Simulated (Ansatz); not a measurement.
Consider CaF₂ in the fluorite structure (space group Fm-3m, No. 225).

```yaml
crystal:
  lattice:
    - [0.00000, 2.71957, 2.71957]
    - [2.71957, 0.00000, 2.71957]
    - [2.71957, 2.71957, 0.00000]
  atoms:
    - { symbol: Ca, position: [0.00000, 0.00000, 0.00000] }
    - { symbol: F, position: [0.25000, 0.25000, 0.25000] }
    - { symbol: F, position: [0.75000, 0.75000, 0.75000] }
```

Cartesian axes are those of the cell as printed.

All numbers come from r2SCAN (Ansatz, a program for electronic structure, PAW, scalar-relativistic without spin-orbit coupling).

Strains are applied to the cell and any free atomic positions relax; under biaxial strain the out-of-plane vector relaxes too.

One change was made to it. Results:

| quantity | base | after |
|---|---|---|
| pressure (mean of the normal stresses, compression positive) | 0.00 GPa | -2.24 GPa |
| band gap | 8.03 eV | 7.86 eV |
| energy relative to the base (free energy F) | 0 meV/atom | +3.9 meV/atom |

Q: What was done to the base?
A) strain tensor (xx, yy, zz, yz, xz, xy) = (+1.30, +0.68, +0.76, −0.61, −1.29, +0.20) %
B) biaxial strain +4.53 %, plane normal [111], relaxed out of plane
C) isotropic strain −2.10 %
D) biaxial strain +4.95 %, plane normal [001], relaxed out of plane

A: A, strain tensor (xx, yy, zz, yz, xz, xy) = (+1.30, +0.68, +0.76, −0.61, −1.29, +0.20) %. For comparison, the band gap in the other runs: biaxial strain +4.53 %, plane normal [111], relaxed out of plane gives 7.76 eV; biaxial strain +4.95 %, plane normal [001], relaxed out of plane gives 7.23 eV; isotropic strain −2.10 % gives 8.42 eV.

Stability against distortions was not tested.
